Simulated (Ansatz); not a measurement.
Output of an Ansatz run (abridged):

```
WARN basis.ecutwfc = 420 eV, the default
WARN ansatz: RAYON_NUM_THREADS=1 ignored (pool sized by the plan → 1); use --threads N
Pseudopotentials: kind: paw
Pseudopotential: H, paw, valence charge 1
Crystal: 1 atoms, lattice volume = 3.360 Å³
Basis set: ecut = 420 eV, 81 PW (Γ)
Bands: 5, of which v1, the nominal top of the filled ones, is band 1 counted from 1 (0 counted from 0)
Symmetry: 48 space group operations
Space group: Pm-3m (ITA 221), of the structure as read, at distance tolerance 1.5e-5 Å
k-points: 165 of 4913
Initial density: superposition of atomic densities (neutral atoms: chi_scale 0, normalization atom), corrected by the library's trained network
Initial wavefunctions: pseudopotential atomic-orbital guess
Eigensolver: davidson
Functional: x = slater, c = lda
SCF iter   1: F=—  HF=-14.713441 eV  |F-HF|=—  |Δ(HF+E_count)|=         —  Δρ=2.99e-3  dr2=4.99e-5  ethr=1.77e-3  ⟨swp⟩=4.0  Hψ=6565  notcnv=0
all-band conjugate gradients solve this SCF's bands
preconditioner: auto → none
SCF iter   2: F=—  HF=-14.713481 eV  |F-HF|=—  |Δ(HF+E_count)|=   4.01e-5  Δρ=1.64e-3  dr2=1.64e-5  ethr=4.99e-6  ⟨swp⟩=1.0  Hψ=2145  notcnv=0
SCF iter   3: F=—  HF=-14.713498 eV  |F-HF|=—  |Δ(HF+E_count)|=   1.68e-5  Δρ=1.92e-4  dr2=4.01e-7  ethr=1.64e-6  ⟨swp⟩=1.4  Hψ=1627  notcnv=0
iter 4 did not close the SCF: its close was put off for the readings that it lacked (scf_convergence_deferred on its scf_iter line)
SCF iter   4: F=-14.713498 eV  HF=-14.713498 eV  |F-HF|=3.46e-9  |Δ(HF+E_count)|=   1.61e-8  Δρ=5.66e-5  dr2=4.29e-8  ethr=4.01e-8  ⟨swp⟩=1.0  Hψ=1553  notcnv=0
iter 5 did not close the SCF: its close was put off for the readings that it lacked (scf_convergence_deferred on its scf_iter line)
SCF iter   5: F=-14.713498 eV  HF=-14.713498 eV  |F-HF|=1.51e-11  |Δ(HF+E_count)|=   3.39e-9  Δρ=3.63e-6  dr2=1.83e-10  ethr=4.29e-9  ⟨swp⟩=1.0  Hψ=1553  notcnv=0
SCF iter   6: F=-14.713498 eV  HF=-14.713498 eV  |F-HF|=1.60e-14  |Δ(HF+E_count)|=  1.39e-11  Δρ=2.48e-8  dr2=3.76e-15  ethr=1.83e-11  ⟨swp⟩=1.0  Hψ=2708  notcnv=0
SCF 1 converged in 6 iterations: F = -14.713498 eV  dr2 = 3.76e-15
SCF converged after 6 iterations
Free energy (F): -14.713498 eV
Harris-Foulkes:  -14.713498 eV  (|F-HF|=1.60e-14)
Internal energy: -14.709617 eV  (E = F + TS)
E sigma→0 (E₀):  -14.711557 eV
Entropy (-TS):   -0.003881 eV (-3.881 meV/atom)
Fermi energy:    2.066673 eV
--- Per-component energies (eV) ---
  E_band       = -3.373310
  E_kinetic    = 12.015326
  E_local      = -5.790501  (includes V_loc(G=0)·N_el)
  E_nonlocal   = 1.131681
  E_hartree    = 0.375468
  E_xc         = -8.483578
  E_vxc        = -11.070650  (∫ρ·V_xc dr)
  E_paw        = -0.318149  (= ΣΔE_a)
  E_vpaw       = -0.409172  (= ΣTr[D̂ρ^β])
  E_aug_tail   = -0.000931  (compensation charges beyond the density's cutoff)
  E_ewald      = -13.638933
  E_smearing   = -0.003881  (= −TS)
  E_closure    = 0.000000  (closes the sum)
  Σ components = -14.713498   (vs F -14.713498, Δ=0.00e0)
--- Forces (eV/Å), atoms counted from 1 ---
  atom   1  H      0.00000000     0.00000000     0.00000000
  max |Σ_I F_I| component: 0.00e0 eV/Å
--- Stress (GPa, compression-positive) ---
       -9.601485       0.000000       0.000000
        0.000000      -9.601485       0.000000
        0.000000       0.000000      -9.601485
  P = ⅓ Tr σ = -9.6015 GPa (-96.015 kbar)
  The stress holds the Pulay correction. Without it, at fixed plane waves, as pw.x and ABINIT print it: P = -10.1524 GPa
--- Band table (eV; the first three rows and the last of 165) ---
  k-point 0: bands = ["-12.2470", "44.7440", "53.6814", "53.6814", "58.0308"]
  k-point 1: bands = ["-11.8003", "41.6669", "50.5134", "54.1406", "58.9569"]
  k-point 2: bands = ["-10.9101", "36.1149", "50.3073", "55.0580", "59.9058"]
  k-point 164: bands = ["21.2183", "38.8491", "38.8491", "38.8491", "43.0430"]
```

The structure:

```
CELL_PARAMETERS angstrom
      1.49777     0.00000     0.00000
      0.00000     1.49777     0.00000
      0.00000     0.00000     1.49777
ATOMIC_POSITIONS crystal
  H  0.00000 0.00000 0.00000
```

Problem. What input produced this log?

Solution. Other spellings and defaults could give the same log, and not every line can be read from it. The input that was run (DFT, LDA (PW92), plane waves, default PAW files made with PBE):

Ansatz 0.2 input:
```yaml
crystal:
  lattice:
    - [1.497774, 0.000000, 0.000000]
    - [0.000000, 1.497774, 0.000000]
    - [0.000000, 0.000000, 1.497774]
  atoms:
    - { symbol: H, position: [0.000000, 0.000000, 0.000000] }
kpoints:
  mp_grid: { grid: [17, 17, 17], shift: [0.5, 0.5, 0.5] }
hamiltonian:
  xc: lda
  pseudopotentials: { kind: paw }
scf:
  occupations: { method: fermi_dirac, width: 0.0073 Ry }
output:
  forces: true
  eigenvalues: true
  stress: true
```

The starting cell was generated: these elements placed on a structure prototype, without a prior relaxation; it need not be a known phase or ordering of this composition. With a pressure of about -10 GPa the cell is away from its equilibrium volume at this level. Ansatz's pressure includes its estimate of the finite-basis (Pulay) stress. Without the estimate this run gives -10.15 GPa.

Ansatz is a quantum-chemistry and plane-wave program.
